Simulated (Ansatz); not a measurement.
# Effect of 1 layer on hypothetical rock salt SbN

Base system: SbN in the rock salt structure (space group Fm-3m, No. 225; a = 4.9235 Å; a hypothetical phase, not in the database extracts checked). Axes: x, y, z lie along the cube axes.

Modification: a free-standing slab of 1 layer (2 atoms, 2 a layer) is cut normal to the z axis, with 15 Å of vacuum and the in-plane cell held at bulk; forces were under the threshold from the start, so the atoms kept their bulk positions.

Computed with Ansatz (a quantum-chemistry and plane-wave program) PBEsol, no SOC. Settings: 10×10×1 k-points, 0.05 eV Fermi–Dirac smearing, for the changed cell.

The layer's space group (with vacuum) comes out as P4/mmm (No. 123) and the band gap stays zero.

Spin-orbit coupling, missing from the scalar runs, can matter with Sb. Whether these cells are dynamically stable was not tested. The final runs are not spin-polarised. SbN has a high density of states at the Fermi level and may be magnetic at this level. A zero or small gap of SbN can be the functional's error rather than a property of the material.
